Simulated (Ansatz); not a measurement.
We consider AlP (model structure, started from the BN type, Pm-3n, No. 223, 12 atoms in the cell), described by LDA in Ansatz (plane waves, PAW).

Settings: plane-wave cutoff 520 eV, 6×6×6 k mesh, Fermi–Dirac smearing 0.01 eV, scalar-relativistic PAW data made under PBE.

Computed at the level's own relaxed cell.

```yaml
crystal:
  lattice:
    - [6.67981, 0.00000, 0.00000]
    - [0.00000, 6.67981, 0.00000]
    - [0.00000, 0.00000, 6.67981]
  atoms:
    - { symbol: Al, position: [0.25000, 0.00000, 0.50000] }
    - { symbol: Al, position: [0.50000, 0.25000, 0.00000] }
    - { symbol: Al, position: [0.50000, 0.75000, 0.00000] }
    - { symbol: Al, position: [0.75000, 0.00000, 0.50000] }
    - { symbol: Al, position: [0.00000, 0.50000, 0.75000] }
    - { symbol: Al, position: [0.00000, 0.50000, 0.25000] }
    - { symbol: P, position: [0.25000, 0.50000, 0.00000] }
    - { symbol: P, position: [0.00000, 0.25000, 0.50000] }
    - { symbol: P, position: [0.00000, 0.75000, 0.50000] }
    - { symbol: P, position: [0.75000, 0.50000, 0.00000] }
    - { symbol: P, position: [0.50000, 0.00000, 0.75000] }
    - { symbol: P, position: [0.50000, 0.00000, 0.25000] }
```

Q: List the 34 lowest band energies at Γ above −25 eV (eV, relative to the valence band maximum), grouping those that round alike.

A: At Γ: -11.60, -10.48 (×2), -9.12 (×3), -6.07 (×2), -5.08 (×3), -4.84, -2.37 (×3), -1.70 (×3), -1.43 (×3), 0.00 (×3), 1.58 (×3), 2.31, 3.27 (×3), 3.32, 3.76 (×2).

Note: the relaxation could raise the start's symmetry but not lower it, so the cell can be a saddle point.

A model structure was made by putting elements into a prototype or built by hand; it is no filed structure, need not be a known phase, and can be a saddle point held by its symmetry.

Ansatz is an electronic-structure program.
